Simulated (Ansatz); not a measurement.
The starting structures come from a database of crystals and need not be the phases stable at ambient conditions.

 Where the default PAW files enter, the runs use the earlier of Ansatz's two default sets.

Inside the gap of an insulator the Bloch states are evanescent, with a wavenumber k + iκ along the transport direction.

Data:

```yaml
crystal:
  lattice:
    - [4.93078, 0.00000, 0.00000]
    - [2.37805, 4.40403, 0.00000]
    - [0.00000, 0.00000, 8.17971]
  atoms:
    - { symbol: Si, position: [0.41854, 0.34949, 0.93778] }
    - { symbol: Si, position: [0.58146, 0.65051, 0.43778] }
    - { symbol: Si, position: [0.25425, 0.30622, 0.56366] }
    - { symbol: Si, position: [0.74575, 0.69378, 0.06366] }
    - { symbol: O, position: [0.54882, 0.59022, 0.94627] }
    - { symbol: O, position: [0.45118, 0.40978, 0.44627] }
    - { symbol: O, position: [0.34922, 0.30944, 0.75069] }
    - { symbol: O, position: [0.65078, 0.69056, 0.25069] }
    - { symbol: O, position: [0.89089, 0.53410, 0.54542] }
    - { symbol: O, position: [0.10911, 0.46590, 0.04542] }
    - { symbol: O, position: [0.32250, 0.96944, 0.51129] }
    - { symbol: O, position: [0.67750, 0.03056, 0.01129] }
```

Space group of this cell: P2_1. The cell is taken as given; by LDA its mean pressure is -1.4 GPa.

Transport runs along the normal of the first two printed cell vectors.

The gap is the functional's own. No spin-orbit coupling. Mid-gap values are interpolated on the energy grid.

**Question.** Compute, with LDA in Ansatz (a program for electronic structure), the band gap and the smallest decay constant κ at mid-gap.

**Answer.** Gap 5.51 eV on a 8×8×4 mesh; κ = 0.494 1/Å, at the zone centre.
